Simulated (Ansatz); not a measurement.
We consider fluorite HfO2 (high-temperature phase), described by LDA (plane waves, PAW; Ansatz, a program for electronic structure).

Settings: plane-wave cutoff 520 eV, 8×8×8 k mesh, scalar-relativistic PAW data made under PBE.

Cell (relaxed at this level):

```yaml
crystal:
  lattice:
    - [0.00000, 2.50043, 2.50043]
    - [2.50043, 0.00000, 2.50043]
    - [2.50043, 2.50043, 0.00000]
  atoms:
    - { symbol: Hf, position: [0.00000, 0.00000, 0.00000] }
    - { symbol: O, position: [0.25000, 0.25000, 0.25000] }
    - { symbol: O, position: [0.75000, 0.75000, 0.75000] }
```

Task: Predict the Voigt–Reuss–Hill shear modulus (Hill average), elastic constant C12, Young modulus, elastic constant C11 and elastic constant C44.

Result: 
* **Voigt–Reuss–Hill shear modulus (Hill average)**: 123 GPa
* **elastic constant C12**: 121 GPa
* **Young modulus**: 323 GPa
* **elastic constant C11**: 608 GPa
* **elastic constant C44**: 75.4 GPa

Note: symmetry holds this phase in the static calculation, where it need not be a minimum; held by symmetry at 0 K, a high-temperature phase can be a saddle point.

Elastic constants are with the ions relaxed.

Spin–orbit coupling is not included.

Static lattice: no zero-point or thermal effects.
